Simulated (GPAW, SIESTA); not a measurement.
A SIESTA input for a self-consistent single point of Si2W (I4/mmm, 3 atoms in the cell) (DFT, GGA PBE, numerical atomic orbitals TZP, PseudoDojo PBE standard norm-conserving potentials (rewritten from UPF to PSML)):

```
# files in the folder: Si.psml W.psml (PseudoDojo PBE standard)
SystemName  Si2W
SystemLabel Si2W

NumberOfAtoms                3
NumberOfSpecies              2
%block ChemicalSpeciesLabel
  1 14 Si
  2 74 W
%endblock ChemicalSpeciesLabel
LatticeConstant              4.418385 Ang
%block LatticeVectors
    -0.356004966    0.356004966    0.864014340
     0.356004966   -0.356004966    0.864014340
     0.356004966    0.356004966   -0.864014340
%endblock LatticeVectors
AtomicCoordinatesFormat      Ang
%block AtomicCoordinatesAndAtomicSpecies
     0.000000000   -0.000000000    2.557680809  1
     0.000000000   -0.000000000    5.077415191  1
     0.000000000    0.000000000    0.000000000  2
%endblock AtomicCoordinatesAndAtomicSpecies

XC.functional                GGA
XC.authors                   PBE
PAO.BasisSize                TZP
PAO.EnergyShift              0.005 Ry
MeshCutoff                   300 Ry
%block kgrid.MonkhorstPack
   15   0   0  0.0
    0  15   0  0.0
    0   0  15  0.0
%endblock kgrid.MonkhorstPack
OccupationFunction           FD
ElectronicTemperature        0.05 eV

MaxSCFIterations             150
SCF.Mixer.Method             Pulay
SCF.Mixer.Weight             0.25
SCF.Mixer.History            8
SCF.DM.Tolerance             1.0E-05
Diag.ParallelOverK           true
WriteForces                  true
```

Q: Translate this input to GPAW.

A: One input that does it (others would too):

```python
from ase import Atoms
from ase.units import GPa
from gpaw import GPAW

atoms = Atoms(['Si', 'Si', 'W'],
              cell=[[-1.572967, 1.572967, 3.817548],
                    [1.572967, -1.572967, 3.817548],
                    [1.572967, 1.572967, -3.817548]],
              scaled_positions=[[0.334990, 0.334990, 0.000000],
                                [0.665010, 0.665010, 0.000000],
                                [0.000000, 0.000000, 0.000000]],
              pbc=True)

calc = GPAW(mode={'name': 'pw', 'ecut': 600},
            xc='PBE',
            kpts=(15, 15, 15),
            occupations={'name': 'fermi-dirac', 'width': 0.05},
            nbands=-9,
            convergence={'forces': 0.001},
            symmetry={'symmorphic': False, 'tolerance': 0.0005},
            maxiter=150,
            txt='-')

atoms.calc = calc

energy = atoms.get_potential_energy()
print('Energy (eV):', round(energy, 6))
forces = atoms.get_forces()
print('Forces (eV/Ang):')
print(forces.round(5))
stress = atoms.get_stress()
print('Stress (GPa, Voigt):', (stress / GPa).round(4))
```

Basis, cutoffs, solver keys and any potentials are the target program's own. This input uses DFT PBE, plane waves, GPAW PAW datasets PBE (gpaw-data 1.0.1).

The starting cell comes from a database of computed structures (which also holds hypothetical and non-ambient phases and stackings), without a prior relaxation at this level. Its lattice was rescaled by a random factor within 2.5 % of one.
